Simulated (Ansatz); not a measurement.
Base system: ZnO in the wurtzite structure (space group P6_3mc, No. 186; a = 3.280 Å, c = 5.293 Å).

(Cell as relaxed with PBE.)

Levels (all Ansatz, an electronic-structure program, PAW): PBE (420 eV, spin-orbit coupling left out); r2SCAN (500 eV, no spin-orbit coupling).

Each level relaxes its own structure.

| base | PBE | r2SCAN |
|---|---|---|
| volume per atom | 12.33 Å³ | 11.81 Å³ |
| lattice parameter a | 3.280 Å | 3.235 Å |
| band gap | 0.74 eV | 1.24 eV |

Perturbation: an isotropic linear strain of −1.02 %, atoms relaxed at fixed cell.

| quantity | PBE | r2SCAN |
|---|---|---|
| pressure (mean of the normal stresses, compression positive) | 4.24 GPa | … |
| band gap | 0.79 eV | … |
| electron mass | 0.14 mₑ (at Γ) | … |
| energy relative to the base (free energy F) | +4.8 meV/atom | … |
| valence-band top at Γ (three highest levels, from the VBM) | 0.00, 0.00, -0.09 eV | … |

Problem. Given the PBE results, estimate those of r2SCAN.

Solution. 
- pressure (mean of the normal stresses, compression positive), r2SCAN: 4.94 GPa
- band gap, r2SCAN: 1.28 eV
- electron mass, r2SCAN: 0.20 mₑ (at Γ)
- energy relative to the base (free energy F), r2SCAN: +5.4 meV/atom
- valence-band top at Γ (three highest levels, from the VBM), r2SCAN: 0.00, 0.00, -0.11 eV

PBE's pressure lies 0.70 GPa below r2SCAN's; PBE's band gap lies 0.495 eV below r2SCAN's; PBE's energy relative to the base lies 0.6 meV/atom below r2SCAN's. Neither level is exact; r2SCAN is the comparison here, not a measurement.

Masses are band curvatures over ±0.01 Å⁻¹ around the edge. No phonon test of stability was made.
